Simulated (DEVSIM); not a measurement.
Structure: Cr/Si3N4/p-Ge capacitor, at 300 K.

Layer 1 from the left is Si3N4, thickness (nm) 3.30. Layer 2 from the left is Ge, thickness (nm) 1300, Na (cm⁻³) 2e17.

Metal gate on the left, work function 4.5 eV. Fixed charge at the semiconductor interface -4.9e11 cm⁻² (in units of +e); no interface traps.

The device is made up for the run: typed textbook-type constants, with dimensions and the other settings drawn at random. Values at 300 K.

Si3N4: gap (eV) 5.1, affinity (eV) 2.1, permittivity 7.5. Ge: gap (eV) 0.664, affinity (eV) 4, permittivity 16, Nc (cm⁻³) 1.04e19, Nv (cm⁻³) 6e18.

Problem. Estimate by hand the flat-band voltage, the threshold voltage, and compare with a numerical solution.

Solution. 
- Flat-band voltage: C = 2.01 μF/cm², work-function difference -0.076 V; VFB = φms − qNf/C = -0.04 V; numerical -0.04 V.
- Threshold voltage: φF = 0.237 V, depletion charge √(4εqNφF) = 2.07e-7 C/cm²; VT = VFB + 2φF + Qd/C = 0.54 V; numerical 0.54 V.

DEVSIM, 1D Poisson equation in equilibrium, Boltzmann statistics, complete ionisation; no quantum confinement or tunnelling. Metal contacts follow the ideal Schottky-Mott rule: no Fermi-level pinning, no interface dipoles.
